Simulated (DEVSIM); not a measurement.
Device: abrupt Si n-p junction, at 300 K.

Layer 1 from the left is Si, thickness (μm) 6.60, Nd (cm⁻³) 2e17, τn (s) 0.00022, τp (s) 0.00022. Layer 2 from the left is Si, thickness (μm) 120, Na (cm⁻³) 2.6e17, τn (s) 0.00022, τp (s) 0.00022.

Left contact: ohmic. Right contact: ohmic. Voltage is applied to the left contact. Recombination: SRH at mid-gap, Auger. Mobility is μmin + (μ − μmin)/(1 + (N/Nref)^α).

This is a model device: material constants are rounded textbook-type values typed into the input, and sizes, dopings and lifetimes were drawn at random. Values at 300 K.

Si: gap (eV) 1.124, affinity (eV) 4.05, permittivity 11.7, Nc (cm⁻³) 2.86e19, Nv (cm⁻³) 3.1e19, μn (cm²/Vs) 1417, μp (cm²/Vs) 470, μn,min 52, μp,min 45, Nref,n 9.7e16, Nref,p 2.2e17, αn 0.68, αp 0.72, Cn (cm⁶/s) 2.8e-31, Cp (cm⁶/s) 9.9e-32.

Simulated with DEVSIM: 1D drift-diffusion, Boltzmann statistics, complete ionisation; no tunnelling, impact ionisation, image-force lowering or self-heating.

Dark forward current:

```
|V| (V)  |J| (A/cm²)
-------  -----------
0.10       6.297e-11
0.15       3.882e-10
0.20        2.528e-9
0.25        1.703e-8
0.30        1.165e-7
0.35        8.021e-7
0.40        5.537e-6
0.45        3.826e-5
0.50       0.0002645
0.55        0.001829
0.60         0.01264
0.65         0.08712
0.70          0.5898
0.75           3.599
0.80           15.50
0.85           41.82
0.90           83.24
0.95           140.4
1.00           214.3
1.05           305.9
1.10           415.6
1.15           543.8
1.20           690.5
1.25           855.9
1.30            1040
1.35            1241
```

**Question.** Work out the local ideality factor n = ΔV / (kT/q · ln(J2/J1)) between the rows 0.15 and 0.20 V, 0.50 and 0.55 V, 1.30 and 1.35 V.

**Answer.** kT/q = 25.85 mV. From 0.15 to 0.20 V: ln(2.528e-9/3.882e-10) = 1.874, n = 1.03, near the 1 of diffusion or emission over a barrier. From 0.50 to 0.55 V: ln(0.001829/0.0002645) = 1.934, n = 1.00, near the 1 of diffusion or emission over a barrier. From 1.30 to 1.35 V: ln(1241/1040) = 0.177, n = 10.95.

**Question.** Estimate the current at 0.40 V from the Shockley equation with J0 = Σ q ni² D/(N L) coth(W/L), τ joining the SRH, radiative and Auger lifetimes that are on, and W taken as the whole layer.

**Answer.** ni² = 1.16e20 cm⁻⁶; holes in the n layer: μ = 265 cm²/Vs, D = 6.84 cm²/s, τ = 6.35e-5 s, L = 208 μm, W/L = 0.032, term 9.63e-13 A/cm²; electrons in the p layer: μ = 514 cm²/Vs, D = 13.3 cm²/s, τ = 8.90e-5 s, L = 344 μm, W/L = 0.35, term 8.22e-14 A/cm². J0 = 1.05e-12 A/cm², and J = J0 exp(qV/kT) = 5.49e-6 A/cm². The simulation gives 5.54e-6 A/cm², the same within the digits that matter. The estimate leaves out recombination in the depletion region and that region's share of W.
